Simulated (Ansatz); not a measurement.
Consider HfN in the rock salt structure (space group Fm-3m, No. 225; a = 4.502 Å; relaxed with 0.1 eV smearing). Axes: x, y, z lie along the cube axes.

Level of theory: PBEsol in Ansatz (plane waves to 420 eV, PAW, without spin-orbit coupling).

For the base:

The pressure comes out as 0.0 GPa.

Now apply this change: biaxial strain +0.42 %, plane normal [111], relaxed out of plane (Cartesian); in-plane vectors clamped, the third vector and the atoms free.

### Question
Estimate the effect on the out-of-plane strain.

### Answer
The out-of-plane strain is -0.37 %.

### Question
Estimate the effect on the pressure.

### Answer
The pressure (mean of the normal stresses, compression positive) goes from zero to -1.3 GPa.

No phonon test of stability was made. All final runs are without spin polarisation. An odd electron count without spin: HfN.

Ansatz is a quantum-chemistry and plane-wave program.
